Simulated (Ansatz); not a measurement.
Effect of pressure 1.5 GPa on TiO2

Start from TiO$_{2}$ (space group P2_1/c, No. 14; a = 4.7803 Å, b = 4.8614 Å, c = 5.0022 Å, α = γ = 90.00°, β = 100.06°).

Perturbation: a hydrostatic pressure of 1.5 GPa.

Level of theory: PBEsol (Ansatz, a program for electronic structure, PAW, no spin-orbit coupling). Γ-centred 6×6×6 mesh, Fermi–Dirac width 0.05 eV.

The volume per atom decreases by 0.07 Å³ (9.54 Å³ → 9.47 Å³) and the density grows by 0.04 g/cm³, from 4.63 g/cm³ to 4.67 g/cm³. The shortest interatomic distance hardly moves (1.866 Å against 1.865 Å) and the enthalpy H = E + PV relative to the base's energy comes out as +0.09 eV/atom. The band gap decreases by 0.02 eV, from 2.25 eV to 2.23 eV (an upper bound: an edge found on the path is not a true extremum; both cells).

Final structure:

```
TiO2
1.0
    4.76567     0.00000     0.00332
    0.00000     4.85481     0.00000
   -0.86730     0.00000     4.90884
Ti O
4 8
Direct
  0.27906   0.44561   0.71307
  0.72094   0.55439   0.28693
  0.72094   0.94561   0.78693
  0.27906   0.05439   0.21307
  0.44254   0.74122   0.97144
  0.55746   0.25878   0.02856
  0.55746   0.24122   0.52856
  0.44254   0.75878   0.47144
  0.06625   0.33007   0.34441
  0.93375   0.66993   0.65559
  0.93375   0.83007   0.15559
  0.06625   0.16993   0.84441
```

Load acts through the strain it causes; cell and atoms are relaxed under it. Whether these cells are dynamically stable was not tested. The final runs are not spin-polarised. This is not the structure that TiO2 has at room temperature and ambient pressure.
